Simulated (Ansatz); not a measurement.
The starting structures come from a database of crystals and need not be the phases stable at ambient conditions.

 Where the default PAW files enter, the runs use the earlier of Ansatz's two default sets.

Consider the following.

```xyz
2
Lattice="3.8937 0.0000 0.0000 0.0000 3.8937 0.0000 1.9468 -1.9468 2.7532" Properties=species:S:1:pos:R:3 pbc="T T T"
Cd     0.0000     0.0000     0.0000
S      3.8937     0.0000     2.7532
```

Space group of this cell: Fm-3m, rock salt. The cell is taken as given; by r2SCAN its mean pressure is -2.2 GPa.

Level of theory: r2SCAN (plane waves, PAW; Ansatz, a program for electronic structure).

The current runs along the normal of the first two printed vectors; no spin-orbit coupling. Scaled by the factor s: both lengths across the current (ions clamped). Meshes 12×12×12 and 8×8 across the current in all rows.

```json
[
 {"s": "0.98", "mean pressure (GPa)": "1.1", "band gap (eV)": "0.65"},
 {"s": "1.00", "mean pressure (GPa)": "-2.2", "band gap (eV)": "0.74"},
 {"s": "1.02", "mean pressure (GPa)": "-4.7", "band gap (eV)": "?"}
]
```

Take the slope of the band gap against ln s from the two given rows, extrapolate to s = 1.02, and say what the run there gives.

Slope = (0.65 − 0.74) / ln 0.98 = 4.45 eV. The line gives 0.74 + (4.45) × ln 1.02 = 0.83 eV. The run gives 0.64 eV, 0.19 eV under the line, 213 % of the predicted step.
